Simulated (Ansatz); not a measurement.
## MgTe, pressure series

The reference is MgTe in the zinc blende structure (space group F-43m, No. 216).

```
MgTe
1.0
    0.00000     3.25469     3.25469
    3.25469     0.00000     3.25469
    3.25469     3.25469     0.00000
Mg Te
1 1
Direct
  0.00000   0.00000   0.00000
  0.25000   0.25000   0.25000
```

Cell and atoms are relaxed at each pressure.

Computed with Ansatz (a quantum-chemistry and plane-wave program) PBE, no SOC.

```
case               band gap  volume per atom
-----------------  --------  ---------------
base                2.33 eV         34.48 Å³
pressure −2 GPa     2.04 eV         36.87 Å³
pressure −1 GPa     2.19 eV         35.58 Å³
pressure 0.9 GPa    2.44 eV         33.62 Å³
pressure 2.1 GPa    2.58 eV         32.62 Å³
pressure 4.5 GPa    2.72 eV         31.00 Å³
pressure 9 GPa      2.58 eV         28.74 Å³
pressure 15 GPa     2.42 eV         26.61 Å³
pressure 22.5 GPa   2.23 eV         24.69 Å³
pressure 30 GPa     2.07 eV         23.25 Å³
```

Spin-orbit coupling, missing from the scalar runs, can matter with Te. Load acts through the strain it causes; cell and atoms are relaxed under it. Whether these cells are dynamically stable was not tested. Tetrahedral semiconductors of this kind turn to denser phases somewhere between about 1 and 50 GPa; those were not computed, so compressed cells here can lie past the real transition.
